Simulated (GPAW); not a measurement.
**How a calculation on Ru (P6_3/mmc, 4 atoms in the cell) responds to its settings**

```
Ru
1.0
    2.66943     0.00000     0.00000
   -1.33471     2.31179     0.00000
    0.00000     0.00000     8.58890
Ru
4
Direct
  0.00000   0.00000   0.00000
  0.00000   0.00000   0.50000
  0.33333   0.66667   0.25000
  0.66667   0.33333   0.75000
```

Base run A: PBE, GPAW PAW datasets PBE (gpaw-data 1.0.1) in GPAW 25.7.0, self-consistent single point.

Its settings: mode = pw; ecut = 550 eV; xc = PBE; kpts = 11 11 3; mesh shift (steps) = 0 0 0; occupations.name = methfessel-paxton; occupations.width = 0.1 eV; occupations.order = 1; nbands = -8; convergence.density = 1e-05 e/electron; convergence.energy = 1e-05 eV/electron; symmetry.symmorphic = false; symmetry.tolerance = 0.0005; maxiter = 100.

The starting cell was generated: these elements placed on a structure prototype, without a prior relaxation; it need not be a known phase or ordering of this composition. Its lattice was rescaled by a random factor within 2.5 % of one. Spin polarisation is off. In the base run, with a pressure of about 13 GPa the cell is away from its equilibrium volume at this level.

ΔF is the free energy per atom less that of run A. 

Run A gave: pressure (GPa) 12.98; iterations 17.

Runs:
- B: eigensolver = {name: davidson, niter: 1}
- C: eigensolver = {name: davidson, niter: 3}
- D: eigensolver = {name: davidson, niter: 5}
- E: eigensolver = rmm-diis
- F: eigensolver = {name: rmm-diis, niter: 5}
- G: eigensolver = cg
- H: eigensolver = {name: cg, niter: 2}

Task: Which runs reach the base run's state, and which is quickest in iterations?

Result: Runs B, C, D, E, F, G, H reached the same state as A (within 1 meV/atom). The fewest iterations to that state were 13 (D); the most were 32.

```
run  ΔF (meV/atom)  pressure (GPa)  iterations
---  -------------  --------------  ----------
A             0.00           12.98          17
B             0.00           13.00          22
C             0.00           12.99          15
D             0.00           12.99          13
E             0.00           13.00          23
F             0.00           12.99          18
G             0.00           13.00          28
H             0.00           13.00          32
```
